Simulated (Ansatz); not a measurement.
The starting structures come from a database of crystals and need not be the phases stable at ambient conditions.

```xyz
16
Lattice="4.9277 0.0000 0.0314 0.0000 6.3436 0.0000 2.4982 0.0000 7.5312" Properties=species:S:1:pos:R:3 pbc="T T T"
Cs     2.0126     1.5859     5.5393
Cs     5.4133     4.7577     2.0233
H      2.4878     4.7577     4.8912
H      4.9381     1.5859     2.6714
H      2.4638     0.0000     0.0157
H      2.4638     3.1718     0.0157
P      4.5285     4.7577     5.7872
P      2.8973     1.5859     1.7754
O      3.4625     4.7577     4.6022
O      3.9633     1.5859     2.9604
O      5.8955     4.7577     5.1324
O      1.5303     1.5859     2.4302
O      4.2430     6.0382     6.6306
O      3.1829     0.3054     0.9320
O      3.1829     2.8664     0.9320
O      4.2430     3.4772     6.6306
```

The cell was relaxed by PBE-D3(BJ); by r2SCAN it stands under a pressure of -2.2 GPa.

Transport runs along the normal of the first two printed cell vectors.

The gap is the functional's own, uncorrected, and κ follows it; spin-orbit coupling is left out. Mid-gap means the computed energy nearest the middle.

Question: State the band gap and the smallest decay constant κ at mid-gap according to r2SCAN in Ansatz (an electronic-structure program).

Answer: Gap 5.91 eV on a 6×6×4 mesh; κ = 0.486 1/Å, at the zone centre.
